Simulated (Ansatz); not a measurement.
**ZnO (P6_3mc): band-edge transport data**

```yaml
crystal:
  lattice:
    - [3.22991, 0.00000, 0.00000]
    - [-1.61495, 2.79718, 0.00000]
    - [0.00000, 0.00000, 5.21468]
  atoms:
    - { symbol: Zn, position: [0.33333, 0.66667, 0.99805] }
    - { symbol: Zn, position: [0.66667, 0.33333, 0.49805] }
    - { symbol: O, position: [0.33333, 0.66667, 0.37695] }
    - { symbol: O, position: [0.66667, 0.33333, 0.87695] }
```

All values below come from PBE with spin-orbit coupling, rigid bands (plane waves, PAW; Ansatz, a quantum-chemistry and plane-wave program). Cell: cell and atoms relaxed with PBEsol.

```yaml
band_gap: 0.79 eV
electron conductivity mass (300 K, dilute): 0.167 mₑ
hole conductivity mass (300 K, dilute): 1.86 (x), 1.86 (y), 2.8 (z) mₑ
effective density of states N_c (300 K): 1.6e18 cm⁻³
effective density of states N_v (300 K): 7.7e19 cm⁻³
density_of_states_mass_electrons: 0.161 mₑ
density_of_states_mass_holes: 2.1 mₑ
Seebeck coefficient, n-type 1e19 cm⁻³, 300 K: -98 μV/K
best n-type power factor at 300 K for τ = 10 fs (best axis; densities from 1e16 to 1e21 cm⁻³ tried, whether or not they can be reached): 1.49 μW/(cm·K²) at 1e19 cm⁻³
Seebeck coefficient, p-type 1e19 cm⁻³, 300 K: 436 μV/K
```

Rigid bands; masses and Seebeck coefficients take one relaxation time τ for all states and one kind of carrier; polarons and phonon drag are left out. Geometry: cell and atoms relaxed with PBEsol.
